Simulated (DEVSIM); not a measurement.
System: Ru/Si3N4/p-Si capacitor, at 300 K.

Layer 1 from the left is Si3N4, thickness (nm) 7.60. Layer 2 from the left is Si, thickness (nm) 1800, Na (cm⁻³) 4.9e16.

Metal gate on the left, work function 4.7 eV. Fixed charge at the semiconductor interface 1e11 cm⁻² (in units of +e); no interface traps.

The device is made up for the run: typed textbook-type constants, with dimensions and the other settings drawn at random. Values at 300 K.

Si3N4: gap (eV) 5.1, affinity (eV) 2.1, permittivity 7.5. Si: gap (eV) 1.124, affinity (eV) 4.05, permittivity 11.7, Nc (cm⁻³) 2.86e19, Nv (cm⁻³) 3.1e19.

Simulated with DEVSIM: 1D Poisson equation in equilibrium, Boltzmann statistics, complete ionisation; no quantum confinement or tunnelling. Metal contacts follow the ideal Schottky-Mott rule: no Fermi-level pinning, no interface dipoles.

**Question.** What does the simulation give for the threshold voltage (band bending 2φF), the flat-band voltage, the minimum of the low-frequency capacitance?

**Answer.** threshold voltage (band bending 2φF) 0.60 V; flat-band voltage -0.33 V; minimum of the low-frequency capacitance 0.0733 μF/cm².
